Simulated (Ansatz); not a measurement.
The starting structures come from a database of crystals and need not be the phases stable at ambient conditions.

 Where the default PAW files enter, the runs use the earlier of Ansatz's two default sets.

Tunnelling through a barrier is set by its complex band structure: the current falls as exp(−2κd) with the smallest κ.

Given:

```xyz
8
Lattice="5.6475 0.0000 0.0000 0.0000 5.6475 0.0000 2.8237 -2.8237 5.6622" Properties=species:S:1:pos:R:3 pbc="T T T"
Zn     2.8237     0.0000     2.8311
Zn     0.0000     0.0000     0.0000
Sn     5.6475     2.8237     2.8311
Sn     2.8237     2.8237     0.0000
P      4.2356     1.2911     1.4155
P      4.1149    -1.4119     4.2466
P      1.4119     4.3564     1.4155
P      7.1801     1.4119     4.2466
```

Space group of this cell: I-42d, chalcopyrite. The cell is taken as given; by LDA its mean pressure is -2.7 GPa.

Transport runs along the normal of the first two printed cell vectors, the (001) plane of the conventional cell.

No gap correction and no spin-orbit coupling; mid-gap values are interpolated between computed energies.

State the band gap and the smallest decay constant κ at mid-gap according to LDA in Ansatz (a program for electronic structure).

Gap 0.65 eV on a 6×6×6 mesh; κ = 0.049 1/Å, at the zone centre.
